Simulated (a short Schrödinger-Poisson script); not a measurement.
**Gated In0.52Al0.48As/In0.53Ga0.47As δ-doped gas in a quantum well**

Structure: gated In0.52Al0.48As/In0.53Ga0.47As δ-doped gas in a quantum well, at 300 K.

```
layer        material  thickness (nm)  Na (cm⁻³)
-----  --------------  --------------  ---------
1      In0.52Al0.48As              10          -
2      In0.52Al0.48As               2          -
3      In0.53Ga0.47As              10          -
4      In0.52Al0.48As            4000       9e14
```

Constants are typed, rounded textbook-type inputs, not results; the design itself was drawn at random and stands for no fabricated device. In0.52Al0.48As: permittivity 12.5, conduction-band edge (eV) 0.52, gap (eV) 1.45, electron mass (mₑ) 0.075, Nv at 300 K (cm⁻³) 1.1e19. In0.53Ga0.47As: permittivity 13.9, conduction-band edge (eV) 0, gap (eV) 0.74, Nv at 300 K (cm⁻³) 7.7e18.

Channel valleys (confinement mass, in-plane density-of-states mass, number): Γ 0.041, 0.041, 1. At the gate the conduction-band edge of layer 1 lies 0.65 eV − eVg above the Fermi level of the channel; the field vanishes at the back. Sheet of ionised δ-doping: +1.9e12 e/cm² at 10 nm from the gate. The barrier under the gate holds no holes. Gaps are held at their typed values at every temperature. Mesh 0.08 nm at interfaces.

From a short Schrödinger-Poisson script (our own, NumPy): 1D Poisson equation in equilibrium, electrons quantum, Hartree (BenDaniel-Duke, 40 states a valley, the channel's in-plane mass for all, wave functions free to enter the barrier), parabolic valleys, classical holes, full ionisation, no traps, pinning or gate leakage.

```csv
Vg (V),electrons (cm⁻²),in the channel layer,C (μF/cm²),Γ E0 (meV),Γ E1 (meV)
0.4,1.76e12,1.70e12,0.623,-98.7,48.3
0.35,1.57e12,1.52e12,0.614,-88.4,58.6
0.3,1.38e12,1.34e12,0.605,-77.7,69.4
0.25,1.20e12,1.16e12,0.596,-66.8,80.5
0.2,1.01e12,9.83e11,0.586,-55.4,92.1
0.15,8.31e11,8.08e11,0.574,-43.7,104.2
0.1,6.55e11,6.38e11,0.557,-31.2,117.2
0.05,4.85e11,4.73e11,0.532,-17.6,131.2
0,3.26e11,3.18e11,0.490,-2.0,147.3
-0.05,1.85e11,1.81e11,0.415,17.1,167.0
-0.1,7.68e10,7.50e10,0.279,43.1,193.5
-0.15,1.97e10,1.92e10,0.112,80.0,230.7
-0.2,3.43e9,3.35e9,0.0317,125.7,276.4
-0.25,5.26e8,5.14e8,0.0152,174.2,324.9
-0.3,7.91e7,7.73e7,0.0130,223.2,373.9
-0.35,1.19e7,1.16e7,0.0133,272.2,422.9
-0.4,1.79e6,1.74e6,0.0140,321.2,471.9
```

Gate voltages with under 1e6 electrons/cm² are left out.

Subbands count from the Fermi level.
